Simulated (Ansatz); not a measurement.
Alloy series in ZnS

Take ZnS in the zinc blende structure (space group F-43m, No. 216) as the base.

```xyz
2
Lattice="0.0000 2.6946 2.6946 2.6946 0.0000 2.6946 2.6946 2.6946 0.0000" Properties=species:S:1:pos:R:3 pbc="T T T"
S      4.0418     4.0418     4.0418
Zn     0.0000     0.0000     0.0000
```

The other end (x = 1) is ZnSe in the zinc blende structure (space group F-43m, No. 216): 22.73 Å³/atom, gap 1.87 eV.

Se replaces a fraction x of S; each row is one arrangement (x, atoms in the cell, starting space group or random), fully relaxed.

The values are results of r2SCAN, PAW, 500 eV (Ansatz, a first-principles code; no spin-orbit coupling), not measurements.

Notes on the quantities. bowing parameter b of this ordering: Eg = [1−x] Eg[0] + x Eg[1] − b x [1−x].

| variant | volume per atom | bowing parameter b of this ordering |
|---|---|---|
| base | 19.56 Å³ | – |
| x(Se) = 0.25, 8 atoms, Amm2 | ? | 1.0 eV |
| x(Se) = 0.5, 8 atoms, P-4m2 | ? | 0.4 eV |
| x(Se) = 0.75, 8 atoms, P-43m | 21.91 Å³ | 0.3 eV |
| x(Se) = 0.75, 8 atoms, Amm2 | 21.91 Å³ | 0.7 eV |

**Question.** Fill in the withheld entries from the trend.

**Answer.** 
- x(Se) = 0.25, 8 atoms, Amm2, volume per atom: 20.33 Å³
- x(Se) = 0.5, 8 atoms, P-4m2, volume per atom: 21.10 Å³

Each cell is one ordered arrangement of few atoms, which overstates ordering effects compared with a random alloy. Semilocal Kohn–Sham gaps tend to fall short of experiment. Whether these cells are dynamically stable was not tested.
